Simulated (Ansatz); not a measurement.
Base system: HfPbO3 in the cubic perovskite structure (space group Pm-3m, No. 221; a = 4.119 Å; a cell from a computed database, its experimental status unchecked). Axes: x, y, z lie along the cube axes.

One thing is altered: compressive biaxial strain of 3.60 % in the plane normal to [001], as in epitaxy on a mismatched substrate; the out-of-plane cell vector and the atoms relax.

Levels (all Ansatz, a quantum-chemistry and plane-wave program, PAW): PBEsol (420 eV, no SOC); HSE06 (420 eV, no SOC).

The geometry is relaxed with PBEsol.

| Property | Value |
|---|---|
| PBEsol lowest conduction level above the VBM at special points | X 2.15 eV; Z 2.51 eV; M 4.01 eV; Γ 4.03 eV |

With HSE06 at the same geometry, the lowest conduction level above the VBM at special points becomes X 3.24 eV; Z 3.63 eV; M 5.21 eV; Γ 5.44 eV (PBEsol: X 2.15 eV; Z 2.51 eV; M 4.01 eV; Γ 4.03 eV).

Single points use the geometry relaxed with PBEsol. HSE06 gaps are upper bounds (no full band path). The levels and masses belong to the bands next to the band gap. Stability against distortions was not tested. Many cubic perovskites are stable only at high temperature; tilts and polar distortions were not tested. Labels are those of the standard path for the cell's own space group.
